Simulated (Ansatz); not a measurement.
**Carrier properties of MgS (Fm-3m)**

Consider the following.

```yaml
crystal:
  lattice:
    - [0.00000, 2.57003, 2.57003]
    - [2.57003, 0.00000, 2.57003]
    - [2.57003, 2.57003, 0.00000]
  atoms:
    - { symbol: Mg, position: [0.00000, 0.00000, 0.00000] }
    - { symbol: S, position: [0.50000, 0.50000, 0.50000] }
```

All values below come from PBEsol with spin-orbit coupling, rigid bands (plane waves, PAW; Ansatz, a program for electronic structure). Condition of this run: hydrostatic pressure 2 GPa (the target of the relaxation). How the cell was made: cell and atoms relaxed with PBEsol, then loaded as said.

```json
{
  "band_gap": "2.74 eV",
  "electron conductivity mass (300 K, dilute)": "0.36 mₑ",
  "hole conductivity mass (300 K, dilute)": "1.16 mₑ",
  "effective density of states N_c (300 K)": "1.6e19 cm⁻³",
  "effective density of states N_v (300 K)": "8.5e19 cm⁻³",
  "density_of_states_mass_electrons": "0.75 mₑ",
  "density_of_states_mass_holes": "2.3 mₑ",
  "Seebeck coefficient, n-type 1e19 cm⁻³, 300 K": "-261 μV/K",
  "best n-type power factor at 300 K for τ = 10 fs (best axis; densities from 1e16 to 1e21 cm⁻³ tried, whether or not they can be reached)": "7.3 μW/(cm·K²) at 1e20 cm⁻³",
  "Seebeck coefficient, p-type 1e19 cm⁻³, 300 K": "429 μV/K"
}
```

Rigid bands; masses and Seebeck coefficients take one relaxation time τ for all states and one kind of carrier; polarons and phonon drag are left out.
